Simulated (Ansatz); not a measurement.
V3Si: pressure series

The reference is V₃Si in the A15 (Cr3Si type) structure (space group Pm-3n, No. 223; a = 4.7012 Å).

Cell and atoms are relaxed at each pressure.

Level of theory: PBE/PAW in Ansatz (an electronic-structure program), scalar-relativistic without spin-orbit coupling.

Two rows of this table had their results exchanged by mistake.

```
pressure          volume per atom (Å³)  shortest distance (Å)  band gap
----------------  --------------------  ---------------------  --------
pressure −2 GPa                  13.13                  2.359      zero
pressure −1 GPa                  13.06                  2.355      zero
pressure 1.8 GPa                 12.87                  2.343      zero
pressure 4.2 GPa                 12.72                  2.334      zero
pressure 9 GPa                   10.56                  2.194      zero
pressure 18 GPa                  11.99                  2.289      zero
pressure 30 GPa                  11.49                  2.257      zero
pressure 45 GPa                  10.98                  2.223      zero
pressure 60 GPa                  12.44                  2.317      zero
```

Which two?

The rows for pressure 9 GPa and pressure 60 GPa: the volume has to fall steadily with pressure, so 12.44 Å³ belongs to pressure 9 GPa and 10.56 Å³ to pressure 60 GPa.

Load acts through the strain it causes; cell and atoms are relaxed under it. Stability against distortions was not tested. Competing high-pressure phases were not computed. Seeded moments were not kept for the base. The final runs are not spin-polarised.
